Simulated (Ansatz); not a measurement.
InSe (C2/m, No. 12, 4 atoms in the cell; start mp-21405; a measured phase of this formula has another space group), treated with r²SCAN+rVV10 in Ansatz (plane waves, PAW).

Settings: plane-wave cutoff 500 eV, 10×10×8 k mesh (along the axes of the cell as run), Fermi–Dirac smearing 0.05 eV, scalar-relativistic PAW data made under PBE.

Cell (relaxed at this level):

```xyz
4
Lattice="5.8747 -2.0530 0.0623 5.8747 2.0530 0.0623 -1.6865 0.0000 4.4022" Properties=species:S:1:pos:R:3 pbc="T T T"
In    -0.2980     0.0000     4.2587
In    10.3609     0.0000     0.2681
Se     3.4323     0.0000     1.5852
Se     6.6306     0.0000     2.9416
```

Problem. Predict the band gap.

Solution. 
- band gap = 1.36 eV (on the SCF k mesh)

Note: the relaxation could not lower the start's symmetry, so the cell can be a saddle point above a distorted one.

Spin–orbit coupling is not included.

Computed values are for the static lattice.

It cost very roughly 15 core-minutes of CPU time.

A start named mp-… is a Materials Project structure, which need not be a measured phase.

Ansatz is an electronic-structure program.
